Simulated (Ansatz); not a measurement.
**Worked sum: formation energy of GaP (zinc blende, F-43m) from the elements**

Subject: the formation energy of GaP (zinc blende, F-43m) from the elements. Reaction: P (black phosphorus) + Ga (Cmce) → GaP (zinc blende). The sign is products less reactants. The value is per atom of the solid.

GaP (zinc blende, F-43m), 2 atoms in the cell. Conventional cell: a = b = c = 5.446 Å, α = β = γ = 90.00°.

Method: Ansatz (a first-principles code), PAW, neutral cells at 0 K with nuclei at rest, on structures from PBE+D3(BJ). Ansatz runs with its PAW set soft_1. Other levels take these structures. The lattices are those relaxed with PBE+D3(BJ), so at other levels the solids can be strained. A dispersion term (D3(BJ), or D4 for r2SCAN) was computed beside these levels and is taken off wherever the name lacks it.

Total energies of the cells in eV, at zero smearing width. They compare only within one column; the weights balance every element.

| cell | atoms | weight | PBE |
|---|---|---|---|
| GaP (zinc blende) | 2 | +4 | -4539.55336 |
| P (black phosphorus) | 4 | −1 | -3022.56188 |
| Ga (Cmce) | 4 | −1 | -15132.07614 |

PBE: 4 × (-4539.55336) − (-3022.56188) − (-15132.07614) = -3.575 eV; dividing by 8 atoms gives -0.45 eV/atom.

What follows from the PBE value: A formula unit of GaP has 2 atoms, so it forms with -0.4469 × 2 = -0.894 eV, or -86.3 kJ/mol at 96.485 kJ/mol per eV.
